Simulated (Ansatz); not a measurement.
The parent structure is TiO2 in the anatase structure (space group I4_1/amd, No. 141; a = 3.7393 Å, c = 9.4551 Å). Axes: x, y, z lie along a, b, c of the conventional cell.

It is then changed as follows: a pure shear with ε_xz = ε_zx = 0.0100, atoms relaxed at fixed cell.

All numbers come from LDA (Ansatz, a program for electronic structure, PAW, no spin-orbit coupling).

### Question
Give the band edges at the high-symmetry points of the new zone, measured from its valence-band maximum.

### Answer
| point | valence edge (eV) | conduction edge (eV) |
|---|---|---|
| Γ | -0.51 | 2.09 |
| C | -0.80 | 3.28 |
| C₂ | -0.80 | 3.28 |
| Y₂ | -0.12 | 2.47 |
| M₂ | -0.66 | 3.27 |
| D | -0.23 | 3.61 |
| D₂ | -0.23 | 3.61 |
| A | -0.66 | 3.33 |
| L₂ | -0.05 | 3.40 |
| V₂ | -0.66 | 3.30 |

The gap is 2.09 eV, indirect, L₂–Γ (13 % along) → Γ.

The cells carry an imposed strain or load. No phonon test of stability was made. All final runs are without spin polarisation. Labels are those of the standard path for the cell's own space group.
